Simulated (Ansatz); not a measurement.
**hypothetical P4_2/mnm InP with two functionals, uniaxial stress, 5 GPa compression along x**

Start from InP (space group P4_2/mnm, No. 136; a = 7.277 Å, c = 4.216 Å; a hypothetical phase, not in the database extracts checked). Axes: x, y, z lie along a, b, c of the conventional cell.

(Cell as relaxed with PBE.)

Levels (all Ansatz, a program for electronic structure, PAW): PBE (420 eV, no SOC); PBEsol (420 eV, spin-orbit coupling left out).

Each level relaxes its own structure.

```tsv
base	PBE	PBEsol
volume per atom	27.90 Å³	26.79 Å³
lattice parameter a	13.751 bohr	13.559 bohr
```

One thing is altered: uniaxial stress, 5 GPa compression along x; all other stress components relax to zero.

```csv
quantity,PBE,PBEsol
volume per atom,25.34 Å³,(withheld)
energy relative to the base (free energy F),+47 meV/atom,(withheld)
```

### Question
Predict the PBEsol column.

### Answer

- volume per atom, PBEsol: 23.97 Å³
- energy relative to the base (free energy F), PBEsol: +34 meV/atom

PBE's volume per atom lies 1.378 Å³ above PBEsol's (5.7 %); PBE's energy relative to the base lies 13 meV/atom above PBEsol's. Neither level is exact; PBEsol is the comparison here, not a measurement.

Load acts through the strain it causes; cell and atoms are relaxed under it. Stability under load was not tested beyond the relaxation.
